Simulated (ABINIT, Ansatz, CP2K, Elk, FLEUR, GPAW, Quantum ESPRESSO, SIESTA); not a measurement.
**Code comparison for PtS2 (P-3m1, 3 atoms in the cell)**

Self-consistent single point, at a second geometry (lattice scaled by 0.98). First geometry:

```
PtS2
1.0
    1.79106    -3.10221     0.00000
    1.79106     3.10221     0.00000
    0.00000     0.00000     5.09998
Pt S
1 2
Direct
  0.00000   0.00000   0.00000
  0.33333   0.66667   0.23000
  0.66667   0.33333   0.77000
```

Shared settings, as Ansatz (a program for electronic structure) writes them: kpoints.mp_grid.grid = 6 6 4; scf.occupations.method = fermi_dirac; scf.occupations.width = 0.0015 Ry. Potentials and cutoffs stand in the table.

```csv
code,model,ΔF from the first geometry (meV/atom),pressure (GPa),largest force (eV/Å),gap on the mesh (eV),cutoff
Quantum ESPRESSO,"PBE, GBRV 1.5 ultrasoft (PBE) pseudopotentials",66.9,14.75,1.450,0.955,40 Ry
CP2K,"PBE, GPW, DZVP-MOLOPT-SR-GTH basis, GTH-PBE potentials (GTH_POTENTIALS)",70.1,15.70,1.696,0.958,grid 500 Ry
SIESTA,"GGA PBE, numerical atomic orbitals DZP, PseudoDojo PBE standard norm-conserving potentials (rewritten from UPF to PSML)",87.9,18.52,2.148,0.900,grid 300 Ry
Ansatz,"PBE, default PAW files",68.0,15.22,1.459,0.955,default
GPAW,"PBE, GPAW PAW datasets PBE (gpaw-data 1.0.1)",69.6,15.39,1.479,0.932,600 eV
Elk,"PBE, all-electron FP-LAPW, Elk's shipped species files, APW+lo basis with extra local orbitals",69.3,–,–,0.944,rgkmax 7.5
FLEUR,"PBE, all-electron FLAPW (FLEUR), scalar-relativistic valence",70.5,–,–,0.954,Kmax 4 1/bohr
ABINIT,"PBE, norm-conserving pseudopotentials (PseudoDojo nc-sr-05 PBE standard)",66.9,15.06,1.445,0.952,42 Ha
```

A dash marks a value that a program does not give, or that is left out as unsure.

Gaps are read on the mesh.

On Ansatz's run: spin-orbit coupling is off.

The spread over the programs that give each value: ΔF from the first geometry within 21.0 meV/atom; pressure within 3.77 GPa; largest force within 0.703 eV/Å; gap on the mesh within 0.058 eV.

CP2K and SIESTA use small atom-centred bases, whose incompleteness enters pressures, forces and empty levels differently from a plane-wave cutoff. Elk and FLEUR treat all electrons, but the usual bases taken here (sphere radii, linearisation, local orbitals, empty states) were not tested for convergence, so the values are no reference for the others. Ansatz's pressure is given at a fixed set of plane waves, as the other plane-wave codes print theirs; with its correction for the finite basis it is 15.25 GPa. In the pressure, SIESTA (by 3.38) lies more than 1 GPa from the median of the plane-wave programs. In the force vectors, CP2K (by 0.242) and SIESTA (by 0.693) lie more than 0.08 eV/Å from the median of the plane-wave programs.

The starting cell has typed, rounded lattice constants, without a prior relaxation at this level. Its lattice was rescaled by a random factor within 2.5 % of one. For this run, on top of that: lattice scaled by 0.98.

Keys are those of Ansatz 0.2.
